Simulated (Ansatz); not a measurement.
System: HgS (P6₃mc, No. 186, 4 atoms in the cell; start mp-973676; a measured phase of this formula has another space group). Method: PBEsol+SOC in Ansatz (plane waves, PAW).

Numerical settings: plane-wave cutoff 520 eV, 18×18×8 k mesh (along the axes of the cell as run), Fermi–Dirac smearing 0.05 eV, PAW data made under PBE.

Cell (relaxed with PBEsol):

```cif
data_Hg2S2
_chemical_formula_sum 'Hg2 S2'
_space_group_name_H-M_alt 'P63mc'
_space_group_IT_number 186
_space_group_name_Hall 'P 6c -2c'
_cell_length_a 4.15725
_cell_length_b 4.15725
_cell_length_c 6.77864
_cell_angle_alpha 90.000
_cell_angle_beta 90.000
_cell_angle_gamma 120.000
loop_
_atom_site_label
_atom_site_type_symbol
_atom_site_symmetry_multiplicity
_atom_site_Wyckoff_symbol
_atom_site_fract_x
_atom_site_fract_y
_atom_site_fract_z
_atom_site_occupancy
Hg1 Hg 2 b 0.66667 0.33333 0.49914 1
S1 S 2 b 0.33333 0.66667 0.37586 1
```

Estimate the band gap that the calculation returns.


band gap: 0.06 eV (under three smearing widths, so not firm)

Note: cell and atoms aren't relaxed at this level (pressure -0.7 GPa).

The computed numbers hold no vibrational or temperature effects.

Cost on a shared machine: around 6 core-minutes (rough).

A start named mp-… is a Materials Project structure, which need not be a measured phase.

Ansatz is a quantum-chemistry and plane-wave program.
